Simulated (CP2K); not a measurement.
CP2K run on RuAl (Pm-3m, 2 atoms in the cell): self-consistent single point.

Level of theory: CP2K with LDA (Pade form), GPW, DZVP-MOLOPT-SR-GTH basis, GTH-PADE potentials (GTH_POTENTIALS).

```
RuAl
1.0
    2.99150     0.00000     0.00000
    0.00000     2.99150     0.00000
    0.00000     0.00000     2.99150
Al Ru
1 1
Direct
  0.50000   0.50000   0.50000
  0.00000   0.00000   0.00000
```

Reference input (self-consistent single point, DFT PBE, GPW, DZVP-MOLOPT-SR-GTH basis, GTH-PBE potentials (GTH_POTENTIALS)): CUTOFF = 500 Ry; REL_CUTOFF = 40 Ry; SMEAR/METHOD = GAUSSIAN; SIGMA = 0.272 eV; KPOINTS/SCHEME = MONKHORST-PACK 9 9 9; XC_FUNCTIONAL = PBE; Al/BASIS_SET = DZVP-MOLOPT-SR-GTH-q3; Al/POTENTIAL = GTH-PBE-q3; Ru/BASIS_SET = DZVP-MOLOPT-SR-GTH-q16; Ru/POTENTIAL = GTH-PBE-q16; METHOD = GPW; EPS_DEFAULT = 1e-10. This run's input differs from it in these lines:

```diff
@@ -43,3 +43,3 @@
     &XC
-      &XC_FUNCTIONAL PBE
+      &XC_FUNCTIONAL PADE
       &END XC_FUNCTIONAL
@@ -75,3 +75,3 @@
       BASIS_SET DZVP-MOLOPT-SR-GTH-q3
-      POTENTIAL GTH-PBE-q3
+      POTENTIAL GTH-PADE-q3
     &END KIND
@@ -79,3 +79,3 @@
       BASIS_SET DZVP-MOLOPT-SR-GTH-q16
-      POTENTIAL GTH-PBE-q16
+      POTENTIAL GTH-PADE-q16
     &END KIND
```

Log, with long lists cut:

```
 SCF WAVEFUNCTION OPTIMIZATION

  Step     Update method      Time    Convergence         Total energy    Change
     1 NoMix/Diag. 0.20E+00      -     7.58855518       -97.4131975479 -9.74E+01
     2 Broy./Diag. 0.20E+00      -     0.06527227       -98.8102088265 -1.40E+00
     3 Broy./Diag. 0.20E+00      -     0.12322897       -97.9415453247  8.69E-01
     4 Broy./Diag. 0.20E+00      -     0.07810550       -96.8437628093  1.10E+00
     5 Broy./Diag. 0.20E+00      -     0.06304832       -96.9972338904 -1.53E-01
     6 Broy./Diag. 0.20E+00      -     0.00310369       -96.9231946374  7.40E-02
   [... 6 lines left out ...]
    13 Broy./Diag. 0.20E+00      -     0.00000155       -96.8868611111 -3.09E-05
    14 Broy./Diag. 0.20E+00      -     0.00000027       -96.8868660643 -4.95E-06
    15 Broy./Diag. 0.20E+00      -     0.00000084       -96.8868663261 -2.62E-07
    16 Broy./Diag. 0.20E+00      -     0.00000005       -96.8868662002  1.26E-07
  *** SCF run converged in    16 steps ***

  Overlap energy of the core charge distribution:               0.00000000000029
  Self energy of the core charge distribution:               -173.58670210085620
  Core Hamiltonian energy:                                     41.12772436815006
  Hartree energy:                                              46.49116191107679
  Exchange-correlation energy:                                -10.91685171088202
  Smearing free energy correction:                             -0.00219866771581
  Fermi energy:                                                 0.46628106628103

  Total energy:                                               -96.88686620023371
  Total energy (extrapolated to sigma->0):                    -96.88576686637580

                     Mulliken Population Analysis

   [... lines left out ...]

 STRESS| Analytical stress tensor [bar]
 STRESS|                        x                   y                   z
 STRESS|      x       -1.91617061609E+05   2.38175701170E-03   2.38172935855E-03
 STRESS|      y        2.38175701170E-03  -1.91618562513E+05   2.38174540667E-03
 STRESS|      z        2.38172935855E-03   2.38174540667E-03  -1.91618695485E+05
 STRESS| 1/3 Trace                                            -1.91618106535E+05
```

The run converged in 16 iterations. Against the reference run the pressure goes from 2.52 to -19.16 GPa.

The starting cell has typed, rounded lattice constants, without a prior relaxation at this level. Its lattice was rescaled by a random factor within 2.5 % of one. Spin polarisation is off. Values carry the incompleteness of an atom-centred basis. With a pressure of about -19 GPa the cell is away from its equilibrium volume at this level.

Cost on one core of a shared machine: roughly 3 min.
